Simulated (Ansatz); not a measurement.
# ZnO: pressure series

Take ZnO in the wurtzite structure (space group P6_3mc, No. 186; a = 3.280 Å, c = 5.294 Å) as the base.

Cell and atoms are relaxed at each pressure.

The values are results of Ansatz (a first-principles code) PBE, no spin-orbit coupling, earlier PAW set, not measurements.

```json
[
 {"case": "base", "band gap": "0.74 eV", "shortest interatomic distance": "1.999 Å"},
 {"case": "pressure −2 GPa", "band gap": "0.72 eV", "shortest interatomic distance": "2.010 Å"},
 {"case": "pressure −1 GPa", "band gap": "0.73 eV", "shortest interatomic distance": "2.004 Å"},
 {"case": "pressure 0.3 GPa", "band gap": "0.74 eV", "shortest interatomic distance": "1.997 Å"},
 {"case": "pressure 0.7 GPa", "band gap": "0.75 eV", "shortest interatomic distance": "1.995 Å"},
 {"case": "pressure 1.5 GPa", "band gap": "0.76 eV", "shortest interatomic distance": "1.991 Å"},
 {"case": "pressure 3 GPa", "band gap": "0.77 eV", "shortest interatomic distance": "1.984 Å"},
 {"case": "pressure 5 GPa", "band gap": "0.79 eV", "shortest interatomic distance": "1.975 Å"},
 {"case": "pressure 7.5 GPa", "band gap": "0.81 eV", "shortest interatomic distance": "1.965 Å"},
 {"case": "pressure 10 GPa", "band gap": "0.84 eV", "shortest interatomic distance": "1.955 Å"}
]
```

Load acts through the strain it causes; cell and atoms are relaxed under it. Stability against distortions was not tested. Measured, ZnO leaves this structure (for rock salt) near 9.1 GPa (temperature not stated; as listed in Datta, Sujoy, Jana, Debnarayan, arXiv (2020)), on rising pressure, with hysteresis.
